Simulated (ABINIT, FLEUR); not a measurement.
An ABINIT input for a self-consistent single point of TeO3 (C2/m, 8 atoms in the cell) (DFT, PBEsol, plane waves, norm-conserving pseudopotentials (PseudoDojo nc-sr-04 PBEsol standard)):

```
# TeO3, PseudoDojo nc-sr-04 PBEsol standard
pp_dirpath "./"
pseudos "Te.upf, O.upf"
acell 3*1.0 Angstrom
rprim
         2.5845850000   -4.4741900000    0.0000000000
         2.5845850000    4.4741900000    0.0000000000
        -1.6380010000   -0.0000000000    4.8020610000
natom 8
ntypat 2
znucl 52 8
typat 1 1 2 2 2 2 2 2
xcart
         2.5845850000    2.9847321490    0.0000000000
         2.5845850000   -2.9847321490    0.0000000000
        -0.0317766468    1.6947336882    3.7256310062
         3.5629456468   -1.6947336882    1.0764299938
         3.5629456468    1.6947336882    1.0764299938
        -0.0317766468   -1.6947336882    3.7256310062
         0.6190569086    0.0000000000    1.0835370440
         2.9121120914    0.0000000000    3.7185239560
      Angstrom
ecut 42
occopt 3
tsmear 0.00183747
nband 43
kptopt 1
ngkpt 4 4 4
nshiftk 1
shiftk 0 0 0
nstep 80
tolvrs 1.0e-10
prtwf 0
prtden 0
```

**Question.** Give the FLEUR input for the same structure, mesh, smearing and functional.

**Answer.** This is the input that was run; spellings and numerical settings could be chosen otherwise.

Input of the input generator:

```
TeO3
&input film=f /
2.5845850000 -4.4741900000 0.0000000000
2.5845850000 4.4741900000 0.0000000000
-1.6380010000 -0.0000000000 4.8020610000
1.8897261246
1.0 1.0 1.0

8
52 0.1664500000 0.8335500000 0.0000000000
52 0.8335500000 0.1664500000 0.0000000000
8 0.0503100000 0.4290900000 0.7758400000
8 0.9496900000 0.5709100000 0.2241600000
8 0.5709100000 0.9496900000 0.2241600000
8 0.4290900000 0.0503100000 0.7758400000
8 0.1912600000 0.1912600000 0.2256400000
8 0.8087400000 0.8087400000 0.7743600000

&comp jspins=1 /
&exco xctyp='PBEs' /
&kpt div1=4 div2=4 div3=4 gamma=t /
&end /
```

```xml
<?xml version="1.0" encoding="UTF-8" standalone="no"?>
<fleurInput fleurInputVersion="0.39">
   <comment>
      TeO3                                                                                                
   </comment>
   <calculationSetup>
      <cutoffs Kmax="4.8" Gmax="19.2" GmaxXC="19.2" numbands="0"/>
      <scfLoop itmax="80" minDistance="0.00001" maxIterBroyd="15" imix="Anderson" alpha="0.05" precondParam="0.0" spinf="2.0"/>
      <coreElectrons ctail="T" frcor="F" kcrel="0" coretail_lmax="0"/>
      <xcFunctional name="PBEs" relativisticCorrections="F"/>
      <magnetism jspins="1"/>
      <soc l_soc="F" theta="0.0" phi="0.0" spav="F"/>
      <expertModes spex="0" secvar="F"/>
      <geometryOptimization l_f="T" forcealpha="1.0" forcemix="BFGS" epsdisp="0.00001" epsforce="0.00001"/>
      <ldaU l_linMix="F" mixParam="0.05" spinf="1.0"/>
   </calculationSetup>
   <cell>
      <bzIntegration valenceElectrons="68.0" mode="hist" fermiSmearingEnergy="0.00183747">
         <kPointListSelection listName="default-1"/>
         <!-- k-points included here -->
         <xi:include xmlns:xi="http://www.w3.org/2001/XInclude" href="kpts.xml"> </xi:include>
      </bzIntegration>
      <!-- symmetry operations included here -->
      <xi:include xmlns:xi="http://www.w3.org/2001/XInclude" href="sym.xml"> </xi:include>
      <bulkLattice scale="1.0">
         <bravaisMatrix>
            <row-1>    4.8841577957492905    -8.4549937294240731     0.0000000000000000</row-1>
            <row-2>    4.8841577957492905     8.4549937294240731     0.0000000000000000</row-2>
            <row-3>   -3.0953732818209243     0.0000000000000000     9.0745801236228001</row-3>
         </bravaisMatrix>
      </bulkLattice>
   </cell>
   <atomSpecies>
      <species name="Tellurium (Te)" element="Te" atomicNumber="52">
         <mtSphere radius="2.15" gridPoints="757" logIncrement="0.017"/>
         <atomicCutoffs lmax="8" lnonsphr="6"/>
         <electronConfig flipSpins="F">
            <coreConfig>(1s1/2) (2s1/2) (2p1/2) (2p3/2) (3s1/2) (3p1/2) (3p3/2) (4s1/2) (3d3/2) (3d5/2) (4p1/2) (4p3/2)</coreConfig>
            <valenceConfig>(5s1/2) (4d3/2) (4d5/2) (5p1/2) (5p3/2)</valenceConfig>
            <stateOccupation state="(5p1/2)" spinUp="0.6666666666667" spinDown="0.6666666666667"/>
            <stateOccupation state="(5p3/2)" spinUp="1.3333333333333" spinDown="1.3333333333333"/>
         </electronConfig>
         <energyParameters s="5" p="5" d="5" f="4"/>
         <lo type="SCLO" l="2" n="4" eDeriv="0"/>
      </species>
      <species name="Oxygen (O)" element="O" atomicNumber="8">
         <mtSphere radius="1.21" gridPoints="427" logIncrement="0.024"/>
         <atomicCutoffs lmax="6" lnonsphr="4"/>
         <electronConfig flipSpins="F">
            <coreConfig>(1s1/2)</coreConfig>
            <valenceConfig>(2s1/2) (2p1/2) (2p3/2)</valenceConfig>
            <stateOccupation state="(2p1/2)" spinUp="0.6666666666667" spinDown="0.6666666666667"/>
            <stateOccupation state="(2p3/2)" spinUp="1.3333333333333" spinDown="1.3333333333333"/>
         </electronConfig>
         <energyParameters s="2" p="2" d="3" f="4"/>
      </species>
   </atomSpecies>
   <atomGroups>
      <atomGroup species="Tellurium (Te)">
         <relPos label="                   1">.1664500000 -.1664500000 .0000000000</relPos>
         <relPos label="                   2">-.1664500000 .1664500000 .0000000000</relPos>
         <force calculate="T" relaxXYZ="TTT"/>
      </atomGroup>
      <atomGroup species="Oxygen (O)">
         <relPos label="                   3">.0503100000 .4290900000 -.2241600000</relPos>
         <relPos label="                   4">-.0503100000 -.4290900000 .2241600000</relPos>
         <relPos label="                   5">-.4290900000 -.0503100000 .2241600000</relPos>
         <relPos label="                   6">.4290900000 .0503100000 -.2241600000</relPos>
         <force calculate="T" relaxXYZ="TTT"/>
      </atomGroup>
      <atomGroup species="Oxygen (O)">
         <relPos label="                   7">.1912600000 .1912600000 .2256400000</relPos>
         <relPos label="                   8">-.1912600000 -.1912600000 -.2256400000</relPos>
         <force calculate="T" relaxXYZ="TTT"/>
      </atomGroup>
   </atomGroups>
   <output dos="F" band="F" slice="F">
      <checks vchk="F" cdinf="F"/>
      <bandDOS minEnergy="-.5*Htr" maxEnergy="0.5*Htr" sigma="0.015" storeEVData="T"/>
      <vacuumDOS vacdos="F" integ="F" star="F" nstars="0" locx1="0.0" locy1="0.0" locx2="0.0" locy2="0.0" nstm="0" tworkf="0.0"/>
      <unfoldingBand unfoldBand="F" supercellX="1" supercellY="1" supercellZ="1"/>
      <plotting iplot="0" polar="F">
         <plot TwoD="T" vec1="  1.0  0.0  0.0" vec2="  0.0  1.0  0.0" vec3="  0.0  0.0  1.0" zero="  0.0  0.0  0.0" file="plot"/>
      </plotting>
      <chargeDensitySlicing numkpt="0" minEigenval="0.0" maxEigenval="0.0" nnne="0" pallst="F"/>
      <specialOutput eonly="F"/>
      <magneticCircularDichroism mcd="F" energyLo="-10.0" energyUp="0.0"/>
   </output>
  <!-- We include the file relax.xml here to enable relaxations (see documentation) -->
  <xi:include xmlns:xi="http://www.w3.org/2001/XInclude" href="relax.xml"> <xi:fallback/> </xi:include>
</fleurInput>
```

Basis, cutoffs, solver keys and any potentials are the target program's own. This input uses DFT, PBEsol, all-electron FLAPW (FLEUR), scalar-relativistic valence.

The starting cell comes from a database of computed structures (which also holds hypothetical and non-ambient phases and stackings), without a prior relaxation at this level.
